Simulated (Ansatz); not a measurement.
Take TeO$_{2}$ in the fluorite structure (space group Fm-3m, No. 225; a = 5.3234 Å; a hypothetical phase, not in the database extracts checked) as the base.

It is then changed as follows: hydrostatic tension (pressure −1 GPa).

Levels (all Ansatz, an electronic-structure program, PAW, earlier PAW set): PBEsol (420 eV, no SOC); PBEsol+SOC (420 eV, with spin-orbit coupling).

The geometry is relaxed with PBEsol.

| Item | Result |
|---|---|
| PBEsol band gap | 0.73 eV |
| PBEsol smallest direct gap | 2.55 eV |
| PBEsol electron mass | 0.82 mₑ along k, 0.22 mₑ across (off the special points) |

Q: What does PBEsol+SOC give at this geometry for the band gap, smallest direct gap and electron mass?

A: The band gap falls by 0.05 eV (0.73 eV → 0.68 eV); the smallest direct gap drops by 0.05 eV (2.55 eV → 2.50 eV); the electron mass becomes 0.85 mₑ along k, 0.23 mₑ across (off the special points) (PBEsol: 0.82 mₑ along k, 0.22 mₑ across (off the special points)).

Single points use the geometry relaxed with PBEsol. The spin-orbit shifts are approximate. Spin-orbit coupling, missing from the scalar runs, can matter with Te. Load acts through the strain it causes; cell and atoms are relaxed under it. Effective masses come from finite differences of ±0.01 Å⁻¹. Along k means along the line from Γ to the band edge. Stability against distortions was not tested.
